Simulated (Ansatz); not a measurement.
Report: zincblende CdTe (F-43m), uniaxial stress along [110]

Cell and atoms are relaxed with PBEsol to each stress (compression positive); bands and masses by r2SCAN with spin-orbit coupling, rigid bands (plane waves, PAW; Ansatz, an electronic-structure program). Strains are changes of length against the unloaded cell.

```cif
data_CdTe
_chemical_formula_sum 'Cd1 Te1'
_space_group_name_H-M_alt 'P 1'
_space_group_IT_number 1
_cell_length_a 4.58863
_cell_length_b 4.58863
_cell_length_c 4.58863
_cell_angle_alpha 60.000
_cell_angle_beta 60.000
_cell_angle_gamma 60.000
loop_
_space_group_symop_operation_xyz
  'x, y, z'
loop_
_atom_site_label
_atom_site_type_symbol
_atom_site_fract_x
_atom_site_fract_y
_atom_site_fract_z
_atom_site_occupancy
Cd1 Cd 0.00000 0.00000 0.00000 1
Te1 Te 0.25000 0.25000 0.25000 1
```

| stress (GPa) | strain [110] (%) | strain [1−10] (%) | strain [00−1] (%) | gap (eV) | mean mₑ* |
|---|---|---|---|---|---|
| -3.50 | 10.55 | 0.43 | -8.04 | 0.769 | 0.106 |
| -2.50 | 6.95 | 0.15 | -5.03 | 0.816 | 0.099 |
| -1.50 | 3.96 | 0.02 | -2.75 | 0.887 | 0.098 |
| -0.50 | 1.27 | 0.00 | -0.87 | 0.966 | 0.098 |
| 0 | 0 | 0 | 0 | 1.006 | 0.099 |
| 0.50 | -1.23 | 0.01 | 0.82 | 0.989 | 0.100 |
| 1.50 | -3.58 | 0.08 | 2.31 | 0.928 | 0.100 |

[110] is the direction of the load. Masses are conductivity masses at 300 K in electron masses, harmonic means over x, y and z.

From the two loads next to zero, find the Young modulus and the ratio of transverse to axial strain, taking [1−10].

Between -0.50 and 0.50 GPa the strain along [110] changes by -2.50 % and that along [1−10] by 0.01 %. The modulus is 1.00/0.0250 = 40 GPa and the ratio of the strains 0.00 (PBEsol, atoms relaxed).

Is the response still linear at the largest tension?

The modulus predicts 8.75 % at -3.50 GPa; the table has 10.55 %, so the crystal is softer there.

How fast does the gap move on either side of zero load?

Under tension, (0.966 − 1.006) eV over -0.50 GPa = 80 meV/GPa, or about -3.1 eV per unit strain; under compression, (0.928 − 1.006) eV over 1.50 GPa = -52 meV/GPa, or about 2.2 eV per unit strain. The two slopes part by 132 meV/GPa; gaps are resolved to about 0.01 eV, which allows 27 meV/GPa, so they differ, even in sign: the gap has a turning point near zero load.

Masses are those of dilute carriers in rigid bands with one relaxation time, without polarons. Third decimals of gaps are kept for the arithmetic. Every relaxation keeps the zincblende phase (space group Imm2 under this load), so a transition, a distortion that breaks the symmetry or fracture can't show.
